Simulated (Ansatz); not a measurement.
Consider a 12-atom supercell of SnS$_{2}$ in the 2H-MoS2 type structure (space group P6_3/mmc, No. 194; a = 3.589 Å, c = 11.889 Å; a hypothetical phase, not in the database extracts checked; layered, stacked along the Cartesian z axis) at its relaxed geometry.

Level of theory: PBE-D3(BJ) in Ansatz (plane waves to 420 eV, PAW, no spin-orbit coupling).

For the base:

The pressure is 0.0 GPa.

It is then changed as follows: one Sn atom is added in an open site, starting 2.48 Å from the nearest host atom, atoms relaxed at fixed cell, starting from a slightly rattled geometry.

Problem. Estimate the effect on the largest displacement of a host atom from its site in the perfect cell.

Solution. The largest displacement of a host atom from its site in the perfect cell amounts to 0.47 Å.

Problem. Predict the new final site of the added atom.

Solution. The final site of the added atom is 6 S at 2.55–2.56 Å (octahedral).

Problem. What happens to the pressure?

Solution. The pressure goes from zero to 6.6 GPa.

In so small a cell the defect repeats every few ångströms: this is an ordered compound, not a dilute defect. All final runs are without spin polarisation. The defect cell is not spin-polarised.

Ansatz is a quantum-chemistry and plane-wave program.
